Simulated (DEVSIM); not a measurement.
Device: Pd/Al2O3/p-Si capacitor, at 450 K.

Layer 1 from the left is Al2O3, thickness (nm) 9.90. Layer 2 from the left is Si, thickness (nm) 4900, Na (cm⁻³) 1.4e16.

Metal gate on the left, work function 5.2 eV. Fixed charge at the semiconductor interface -9.2e10 cm⁻² (in units of +e); no interface traps.

The device is made up for the run: typed textbook-type constants, with dimensions and the other settings drawn at random. Values at 300 K; Nc and Nv go as T^1.5, mobilities as T to minus their exponent, the gap by Varshni's rule with the affinity fixed.

Al2O3: gap (eV) 6.8, affinity (eV) 1.35, permittivity 9. Si: gap (eV) 1.124, affinity (eV) 4.05, permittivity 11.7, Nc (cm⁻³) 2.86e19, Nv (cm⁻³) 3.1e19, Varshni α (eV/K) 0.000473, Varshni β (K) 636.

**Question.** Estimate by hand the flat-band voltage, the threshold voltage, and compare with a numerical solution.

**Answer.** 
- Flat-band voltage: C = 0.805 μF/cm², work-function difference 0.391 V; VFB = φms − qNf/C = 0.41 V; numerical 0.41 V.
- Threshold voltage: φF = 0.220 V, depletion charge √(4εqNφF) = 4.52e-8 C/cm²; VT = VFB + 2φF + Qd/C = 0.91 V; numerical 0.91 V.

Model (solved in DEVSIM): 1D Poisson equation in equilibrium, Boltzmann statistics, complete ionisation; no quantum confinement or tunnelling. Metal contacts follow the ideal Schottky-Mott rule: no Fermi-level pinning, no interface dipoles.
